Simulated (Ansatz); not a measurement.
Consider the energy of the reaction as written. Reaction: 1/2 cell B + C (graphite) → cell A. A negative value means that the right-hand side lies lower.

Cell A: a slab of Al (fcc, Fm-3m) cut along (111), 16 atoms, oblique cell of 5.63 × 2.82 Å (13.7 Å²), symmetry P2/m within 0.02 Å, 15.8 Å thick under 16 Å of vacuum, in-plane vectors held at the crystal's; planes from bottom to top: C | Al2 × 7 | C; added, foreign or displaced atoms, above the top plane and below the bottom plane: two times C bound to 3 Al at 1.89–1.92 Å; spin state with PBE: run without spin, k-point mesh 9×18×1.
```xyz
16
Lattice="5.6329 0.0000 0.0000 1.4082 2.4391 0.0000 0.0000 0.0000 31.6825" Properties=species:S:1:pos:R:3 pbc="T T T"
Al     0.0544    -0.0314     8.9843
Al     1.4035     0.8158    11.2543
Al     5.6237     1.6314    13.5346
Al     0.0000     0.0000    15.8413
Al     1.4175     0.8077    18.1479
Al     5.6376     1.6234    20.4282
Al    -0.0544     0.0314    22.6982
Al     2.6811     0.0782     8.6571
Al     4.1879     0.8343    11.1858
Al     2.8109     1.6293    13.5527
Al     2.8165     0.0000    15.8413
Al     4.2303     0.8098    18.1298
Al     2.8533     1.6048    20.4968
Al     2.9518    -0.0782    23.0255
C      2.7155     1.6844    23.7434
C      4.3256     0.7548     7.9391
```

Cell B: a slab of Al (fcc, Fm-3m) cut along (111), 30 atoms, hexagonal cell of 5.63 Å (27.5 Å²), symmetry P-3m1 within 0.02 Å, 15.2 Å thick under 16 Å of vacuum, in-plane vectors held at the crystal's; planes from bottom to top: C | Al4 × 7 | C; added, foreign or displaced atoms, above the top plane and below the bottom plane: two times C bound to 3 Al at 1.88 Å; spin state with PBE: run without spin, k-point mesh 9×9×1.
```xyz
30
Lattice="5.6329 0.0000 0.0000 2.8165 4.8783 0.0000 0.0000 0.0000 31.6825" Properties=species:S:1:pos:R:3 pbc="T T T"
Al     0.0000     0.0000     9.0179
Al     1.4149     0.8169    11.2564
Al     5.6329     1.6273    13.5414
Al     0.0000     0.0000    15.8413
Al     1.4093     0.8137    18.1411
Al     5.6329     1.6338    20.4261
Al     0.0000     0.0000    22.6646
Al     1.5353     2.3658     8.8678
Al     2.8165     3.2444    11.2564
Al     7.0401     4.0646    13.5414
Al     1.4082     2.4391    15.8413
Al     2.8165     3.2509    18.1411
Al     7.0345     4.0613    20.4261
Al     1.2812     2.5125    22.8148
Al     2.8165     0.1467     8.8678
Al     4.2180     0.8169    11.2564
Al     2.8165     1.6261    13.5510
Al     2.8165     0.0000    15.8413
Al     4.2236     0.8137    18.1411
Al     2.8165     1.6261    20.5464
Al     2.8165    -0.1467    22.8148
Al     4.0977     2.3658     8.8678
Al     5.6329     3.2522    11.1362
Al     4.2258     4.0646    13.5414
Al     4.2247     2.4391    15.8413
Al     5.6329     3.2522    18.1315
Al     4.2314     4.0613    20.4261
Al     4.3517     2.5125    22.8148
C      2.8165     1.6261    23.4527
C      5.6329     3.2522     8.2298
```

Reference: C (graphite, P6₃/mmc), 4 atoms in the cell, k-point mesh 18×18×6 on the run's own vectors. Conventional cell: a = b = 2.4650 Å, c = 6.7419 Å, α = β = 90.00°, γ = 120.00°.

All numbers come from Ansatz (an electronic-structure program), plane waves with PAW, its default PAW set, cutoff 420 eV, 500 eV for r2SCAN. The structures are at rest with PBE+D3(BJ), within the held lattices; other levels are single points on them. Neutral cells; Fermi-Dirac smearing of at most 0.10 eV in the solids, energies taken to zero width. The lattices are those relaxed with PBE+D3(BJ), so at other levels the solids can be strained, which adds to the spread. Larger cells are relaxed from a start prepared with the learned potential CHGNet till forces fall under 0.03 eV/Å, which some starts already meet. A dispersion term (D3(BJ), or D4 for r2SCAN) was computed beside these levels and is taken off wherever the name lacks it. Static lattices, no vibrational contributions. No structure search was made; lower ones may exist. Values are for these cell sizes. Cell A has symmetry P2/m within 0.02 Å and got no random move, so less symmetric positions, which may lie lower, weren't tried. Cell B has symmetry P-3m1 within 0.02 Å and got no random move, so less symmetric positions, which may lie lower, weren't tried.

Question: Estimate the value that PBE returns for this input.

Answer: 3.19 eV, for 1/2 cell B + C (graphite) → cell A.

Question: List the value at the remaining levels and say how far they part.

Answer: 
```csv
Level,value (eV),less PBE
PBE+D3(BJ),3.17,-0.02
r2SCAN,3.28,0.09
r2SCAN+D4,3.28,0.09
```

The levels shown span 0.11 eV, from PBE+D3(BJ) (3.17) to r2SCAN (3.28).
